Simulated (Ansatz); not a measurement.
Results of PBEsol (plane waves, PAW; Ansatz, a program for electronic structure) for Nb (within 0.1 Å of Im-3m, No. 229, 7 atoms in the cell; start mp-1104341).

Run with plane-wave cutoff 520 eV, 20×12×6 k mesh (along the axes of the cell as run), Fermi–Dirac smearing 0.05 eV, no spin polarisation, scalar-relativistic PAW data made under PBE.

Cell (relaxed at this level):

```cif
data_Nb4
_chemical_formula_sum 'Nb4'
_space_group_name_H-M_alt 'Fmmm'
_space_group_IT_number 69
_space_group_name_Hall '-F 2 2'
_cell_length_a 3.27183
_cell_length_b 4.61227
_cell_length_c 4.64116
_cell_angle_alpha 90.000
_cell_angle_beta 90.000
_cell_angle_gamma 90.000
loop_
_atom_site_label
_atom_site_type_symbol
_atom_site_symmetry_multiplicity
_atom_site_Wyckoff_symbol
_atom_site_fract_x
_atom_site_fract_y
_atom_site_fract_z
_atom_site_occupancy
Nb1 Nb 4 b 0.50000 0.50000 0.50000 1
```
(The calculation used a cell of 7 atoms; values per cell refer to that cell.)

### Question
Predict the bulk modulus.

### Answer

bulk modulus: 182 GPa

Note: the run has no spin polarisation, so it can have missed a magnetic state; the bulk modulus is −V dP/dV from two relaxed cells at ±2 % in volume.

Computed values are for the static lattice.

A start named mp-… is a Materials Project structure, which need not be a measured phase.
